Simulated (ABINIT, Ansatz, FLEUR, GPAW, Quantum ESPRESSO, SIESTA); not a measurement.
# MgH2 (P4_2/mnm, 6 atoms in the cell) computed with different codes at matched settings

Self-consistent single point.

```
CELL_PARAMETERS angstrom
      4.52000     0.00000     0.00000
      0.00000     4.52000     0.00000
      0.00000     0.00000     3.02000
ATOMIC_POSITIONS crystal
  Mg 0.00000 0.00000 0.00000
  Mg 0.50000 0.50000 0.50000
  H  0.30400 0.30400 0.00000
  H  0.80400 0.19600 0.50000
  H  0.19600 0.80400 0.50000
  H  0.69600 0.69600 0.00000
```

Shared settings, as Ansatz (a quantum-chemistry and plane-wave program) writes them: kpoints.mp_grid.grid = 2 2 3; scf.occupations.method = fermi_dirac; scf.occupations.width = 0.01 eV. Potentials and cutoffs stand in the table.

| code | model | pressure (GPa) | largest force (eV/Å) | gap on the mesh (eV) | cutoff |
|---|---|---|---|---|---|
| ABINIT | PBE, norm-conserving pseudopotentials (PseudoDojo nc-sr-05 PBE standard) | 0.17 | 0.025 | 5.157 | 42 Ha |
| FLEUR | PBE, all-electron FLAPW (FLEUR), scalar-relativistic valence | – | 0.027 | 5.148 | Kmax 4.4 1/bohr |
| Ansatz | PBE, default PAW files | 0.00 | 0.028 | 5.145 | default |
| Quantum ESPRESSO | PBE, GBRV 1.5 ultrasoft (PBE) pseudopotentials | 0.11 | 0.027 | 5.146 | 40 Ry |
| GPAW | PBE, GPAW PAW datasets PBE (gpaw-data 1.0.1) | 0.06 | 0.028 | 5.149 | 850 eV |
| SIESTA | GGA PBE, numerical atomic orbitals DZP, PseudoDojo PBE standard norm-conserving potentials (rewritten from UPF to PSML) | 1.19 | 0.036 | 5.333 | grid 350 Ry |

A dash marks a value that a program does not give, or that is left out as unsure.

Gaps are read on the mesh. Another mesh or the band path gives a smaller gap, so these values are not converged in the mesh.

The spread over the programs that give each value: pressure within 1.19 GPa; largest force within 0.011 eV/Å; gap on the mesh within 0.188 eV.

SIESTA uses small atom-centred bases, whose incompleteness enters pressures, forces and empty levels differently from a plane-wave cutoff. FLEUR treats all electrons, but the usual bases taken here (sphere radii, linearisation, local orbitals, empty states) were not tested for convergence, so the values are no reference for the others. Ansatz's pressure is given at a fixed set of plane waves, as the other plane-wave codes print theirs; with its correction for the finite basis it is 0.12 GPa. In the pressure, SIESTA (by 1.10) lies more than 1 GPa from the median of the plane-wave programs. In the gap, SIESTA (by 0.185) lies more than 0.12 eV from the median of the plane-wave programs.

On the base mesh (5 5 7) the same programs gave: Ansatz pressure -0.33 GPa, gap on the mesh 3.932 eV; Quantum ESPRESSO pressure -0.23 GPa, gap on the mesh 3.928 eV; ABINIT pressure -0.16 GPa, gap on the mesh 3.925 eV; GPAW pressure -0.28 GPa, gap on the mesh 3.934 eV; FLEUR gap on the mesh 3.930 eV; SIESTA pressure 0.75 GPa, gap on the mesh 3.887 eV.

The values differ from the base mesh's, so the mesh still matters here: the table compares the programs at equal settings.

The starting cell has typed, rounded lattice constants, without a prior relaxation at this level.

Left out of this page: CP2K (on another mesh).

Keys are those of Ansatz 0.2.
